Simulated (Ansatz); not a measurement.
## Convergence study of the k-point mesh for LiZn3 (I4mm, 4 atoms in the cell)

```
LiZn3
1.0
    0.00000     3.02014     3.02014
    3.02014     0.00000     3.02014
    3.02014     3.02014     0.00000
Li Zn
1 3
Direct
  0.00828   0.00828   0.99172
  0.25000   0.25000   0.25000
  0.75000   0.75000   0.75000
  0.50000   0.50000   0.50000
```

Method: LDA (PW92), default PAW files made with PBE (plane waves; Ansatz, a program for electronic structure).

Base settings: basis.ecutwfc = 420 eV; kpoints.mp_grid.grid = 10 10 10; hamiltonian.xc = lda; hamiltonian.pseudopotentials = {kind: paw} (the program's default PAW files); scf.occupations.method = gaussian; scf.occupations.width = 0.1 eV.

The second cell is the first with its lattice scaled by 0.98.

Only quantities that move along the ladder and can be compared are tabulated.

The count of work is k-points × plane waves × bands × iterations; it is no time. Core times come from one kind of shared machine, to one figure; runs under 30 s give none.

The starting cell comes from a database of computed structures (which also holds hypothetical and non-ambient phases and stackings), without a prior relaxation at this level. Its lattice was rescaled by up to half a per cent. One atom was moved a little off its site on purpose. In the base run, with a pressure of about -5 GPa the cell is away from its equilibrium volume at this level. Ansatz's pressure includes its estimate of the finite-basis (Pulay) stress.

Steps (kpoints.mp_grid.grid): 2 2 2; 3 3 3; 4 4 4; 5 5 5; 6 6 6; 7 7 7; 8 8 8; 9 9 9; 10 10 10; 11 11 11; 12 12 12; 14 14 14; 15 15 15; 17 17 17; 18 18 18; 20 20 20; 23 23 23; 25 25 25; 28 28 28.

Q: What is the coarsest kpoints.mp_grid.grid that holds the forces within 0.005 eV/Å of the last step, with all finer ones?

A: 9 9 9, at 0.046 of the last step's count of work; the step before is off by 0.010 eV/Å.

Q: What is the coarsest kpoints.mp_grid.grid that holds the pressure within 0.5 GPa of the last step, with all finer ones?

A: 3 3 3, at 0.0032 of the last step's count of work; the step before is off by 3.5 GPa.

Q: What is the coarsest kpoints.mp_grid.grid that holds the free energy within 5 meV/atom of the last step, with all finer ones?

A: 5 5 5, at 0.0096 of the last step's count of work; the step before is off by 8.2 meV/atom.

| kpoints.mp_grid.grid | free energy less the last step's (meV/atom) | energy of the compressed cell less the first (meV/atom) | pressure (GPa) | largest difference of a force vector from the last step's (eV/Å) | count of work / last | core time / last (rough) |
|---|---|---|---|---|---|---|
| 2 2 2 | 440.58 | 5.34 | -1.39 | 0.125 | 0.0027 | – |
| 3 3 3 | -2.19 | -14.58 | -5.00 | 0.014 | 0.0032 | – |
| 4 4 4 | -8.20 | -13.13 | -4.66 | 0.010 | 0.0069 | – |
| 5 5 5 | -3.81 | -15.45 | -5.05 | 0.006 | 0.0096 | – |
| 6 6 6 | -0.98 | -16.25 | -5.11 | 0.013 | 0.016 | – |
| 7 7 7 | 2.67 | -14.46 | -4.64 | 0.001 | 0.024 | – |
| 8 8 8 | 1.14 | -15.64 | -4.91 | 0.010 | 0.031 | – |
| 9 9 9 | 1.98 | -14.88 | -4.80 | 0.004 | 0.046 | – |
| 10 10 10 | 0.59 | -15.50 | -4.92 | 0.003 | 0.062 | – |
| 11 11 11 | 0.85 | -15.05 | -4.83 | 0.000 | 0.077 | – |
| 12 12 12 | 1.48 | -15.27 | -4.87 | 0.001 | 0.099 | – |
| 14 14 14 | -0.90 | -15.21 | -4.89 | 0.000 | 0.15 | – |
| 15 15 15 | -0.39 | -15.27 | -4.86 | 0.001 | 0.18 | 0.2 |
| 17 17 17 | 0.26 | -15.22 | -4.87 | 0.001 | 0.25 | 0.2 |
| 18 18 18 | 0.34 | -15.03 | -4.84 | 0.000 | 0.29 | 0.3 |
| 20 20 20 | 0.10 | -15.10 | -4.85 | 0.000 | 0.39 | 0.4 |
| 23 23 23 | -0.10 | -15.26 | -4.87 | 0.000 | 0.57 | 1 |
| 25 25 25 | 0.07 | -15.14 | -4.85 | 0.000 | 0.72 | 0.7 |
| 28 28 28 | 0.00 | -15.14 | -4.86 | 0.000 | 1.0 | 1 |

The energy difference between the two cells stays within 1 meV/atom of the last step's from 7 7 7 on, the total only from 14 14 14 on: much of the error is common to both cells and cancels.

Keys are those of Ansatz 0.2.
